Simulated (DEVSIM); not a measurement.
Device: illuminated InP p-on-n cell, one wavelength, at 300 K.

```tsv
layer (left to right)	material	thickness (μm)	Nd (cm⁻³)	Na (cm⁻³)	τn (s)	τp (s)	absorption coefficient (cm⁻¹)
1	InP	0.230	-	6.2e17	5e-10	4.1e-11	99000
2	InP	1.10	1.4e16	-	8.8e-10	8.8e-10	99000
```

Left contact: ohmic, minority electron recombination velocity 2e5 cm/s. Right contact: ohmic, minority hole recombination velocity 1000 cm/s. Voltage is applied to the left contact. Recombination: SRH at mid-gap, radiative, Auger. Light enters at the left, 2.7e16 photons cm⁻² s⁻¹, one pass, no reflection. Mobility is μmin + (μ − μmin)/(1 + (N/Nref)^α).

The device is made up for the run: typed textbook-type constants, with dimensions and the other settings drawn at random. Values at 300 K.

```csv
parameter,InP
gap (eV),1.344
affinity (eV),4.38
permittivity,12.5
Nc (cm⁻³),5.7e17
Nv (cm⁻³),1.1e19
μn (cm²/Vs),5200
μp (cm²/Vs),170
"μn,min",400
"μp,min",10
"Nref,n",3e17
"Nref,p",4.9e17
αn,0.47
αp,0.62
B (cm³/s),1.2e-10
Cn (cm⁶/s),9e-31
Cp (cm⁶/s),9e-31
```

Model (solved in DEVSIM): 1D drift-diffusion, Boltzmann statistics, complete ionisation; no tunnelling, impact ionisation, image-force lowering or self-heating.

The photon flux was swept, all else fixed.

```tsv
photon flux (cm^-2 s^-1)	open-circuit voltage (V)	short-circuit current (mA/cm²)	largest power (mW/cm²)	fill factor
8.1e14	0.547	0.123	0.0481	0.71
2.7e15	0.606	0.411	0.182	0.73
8.1e15	[?]	[?]	0.607	[?]
2.7e16	0.715	4.11	2.25	0.76
8.1e16	0.764	12.3	7.34	0.78
2.7e17	0.815	41.1	26.6	0.80
8.1e17	0.858	123	85.7	0.81
```

**Question.** Some entries are withheld; supply them.

**Answer.** 
- 8.1e15, open-circuit voltage (V): 0.659
- 8.1e15, short-circuit current (mA/cm²): 1.23
- 8.1e15, fill factor: 0.75
